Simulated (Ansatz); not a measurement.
System: CsCl-type PdIn. Method: r²SCANh (Ansatz, a program for electronic structure, plane waves, PAW).

Numerical settings: plane-wave cutoff 520 eV, 8×8×8 k mesh, Fermi–Dirac smearing 0.05 eV, scalar-relativistic PAW data made under PBE.

Computed points:

| V (Å³/atom) | E − E_lowest (meV/atom) |
|---|---|
| 16.441 | 20.40 |
| 16.874 | 4.63 |
| 17.199 | 0.00 |
| 17.739 | 4.00 |
| 18.172 | 16.11 |

Question: Estimate the bulk modulus and its pressure derivative from these points.

Answer: V0 = 17.309 Å³/atom, B0 = 136 GPa, B′ = 5.6 (fit to the energies at full precision).

Spin–orbit coupling is not included.
